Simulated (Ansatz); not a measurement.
**What pressure 10 GPa does to Cu3Si**

The reference is Cu₃Si (space group P6_3/mmc, No. 194; a = 5.114 Å, c = 4.080 Å; a cell from a computed database, its experimental status unchecked).

The change: a hydrostatic pressure of 10 GPa.

Calculations: Ansatz (a program for electronic structure), PBEsol, PAW, cutoff 420 eV, no SOC. k-mesh 11×11×11 (Γ-centred); smearing 0.05 eV (Fermi–Dirac).

Volume per atom: 10.96 Å³ (base 11.55 Å³)
Density: 8.28 g/cm³ (base 7.86 g/cm³)
Lattice parameter a: 9.484 bohr (base 9.665 bohr)
c/a ratio: 0.801 (base 0.798)
Shortest interatomic distance: 4.674 bohr (base 4.750 bohr)
Enthalpy H = E + PV relative to the base's energy: +0.70 eV/atom
Band gap: zero (base zero)

Cost of the whole job for the changed cell (relaxation, final SCF and bands): roughly 3 core-minutes.

Load acts through the strain it causes; cell and atoms are relaxed under it. Stability against distortions was not tested. Competing high-pressure phases were not computed. The final runs are not spin-polarised.
